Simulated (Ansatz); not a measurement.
# PBE-D3(BJ) against r2SCAN+rVV10: Bi2Se3

The reference is Bi$_{2}$Se$_{3}$ in the Bi2Te3 type structure (space group R-3m, No. 166; a = 4.144 Å, c = 28.448 Å (hexagonal axes)).

(Cell as relaxed with PBE-D3(BJ).)

Levels (all Ansatz, a program for electronic structure, PAW): PBE-D3(BJ) (420 eV, no spin-orbit coupling); r2SCAN+rVV10 (500 eV, without spin-orbit coupling).

Each level relaxes its own structure.

| quantity | PBE-D3(BJ) | r2SCAN+rVV10 |
|---|---|---|
| volume per atom | 28.21 Å³ | ? |
| lattice parameter a | 4.144 Å | ? |
| lattice parameter c | 28.448 Å | ? |
| band gap | 0.16 eV | ? |
| gap character | direct at Γ | ? |
| electron mass | 0.095 mₑ | ? |
| hole mass | 0.094 mₑ along c, 0.13 mₑ across | ? |

What does r2SCAN+rVV10 give?


- volume per atom, r2SCAN+rVV10: 29.02 Å³
- lattice parameter a, r2SCAN+rVV10: 4.145 Å
- lattice parameter c, r2SCAN+rVV10: 29.266 Å
- band gap, r2SCAN+rVV10: 0.60 eV
- gap character, r2SCAN+rVV10: direct at Γ
- electron mass, r2SCAN+rVV10: 0.45 mₑ along c, 0.11 mₑ across
- hole mass, r2SCAN+rVV10: 0.38 mₑ along c, 0.24 mₑ across

PBE-D3(BJ)'s volume per atom lies 0.81 Å³ below r2SCAN+rVV10's (2.8 %); PBE-D3(BJ)'s lattice parameter c lies 0.818 Å below r2SCAN+rVV10's (2.8 %); PBE-D3(BJ)'s band gap lies 0.434 eV below r2SCAN+rVV10's; the two agree on the gap character. Neither level is exact; r2SCAN+rVV10 is the comparison here, not a measurement.

Spin-orbit coupling, missing from the scalar runs, can matter with Bi. Effective masses come from finite differences of ±0.01 Å⁻¹. No phonon test of stability was made. The zero or small gap of Bi2Se3 can change with the level of theory.
